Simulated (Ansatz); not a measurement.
## Response to strain in Ti

Consider Ti in the hcp (Mg type) structure (space group P6_3/mmc, No. 194; a = 2.8644 Å, c = 4.5373 Å; relaxed with 0.1 eV smearing). Axes: x lies along a and z along c of the hexagonal cell.

Strains are applied to the cell and any free atomic positions relax.

Calculations: LDA in Ansatz (plane waves to 420 eV, PAW, no spin-orbit coupling).

Notes on the quantities. energy relative to the base: free energy F.

```tsv
case	energy relative to the base	volume per atom
base	0 meV/atom	16.12 Å³
tensor shear ε_xz = +0.86 %	+0.5 meV/atom	16.12 Å³
tensor shear ε_xz = +1.43 %	___	16.12 Å³
tensor shear ε_xz = +0.29 %	+0.1 meV/atom	16.12 Å³
tensor shear ε_xz = +1.14 %	___	16.12 Å³
tensor shear ε_xz = +1.71 %	___	16.12 Å³
tensor shear ε_xz = +2.00 %	___	16.11 Å³
tensor shear ε_xz = +0.57 %	+0.2 meV/atom	16.12 Å³
```

Task: Complete the table.

Result: 
- tensor shear ε_xz = +1.43 %, energy relative to the base: +1.4 meV/atom
- tensor shear ε_xz = +1.14 %, energy relative to the base: +0.9 meV/atom
- tensor shear ε_xz = +1.71 %, energy relative to the base: +2.0 meV/atom
- tensor shear ε_xz = +2.00 %, energy relative to the base: +2.7 meV/atom

Whether these cells are dynamically stable was not tested. All final runs are without spin polarisation.

Ansatz is a program for electronic structure.
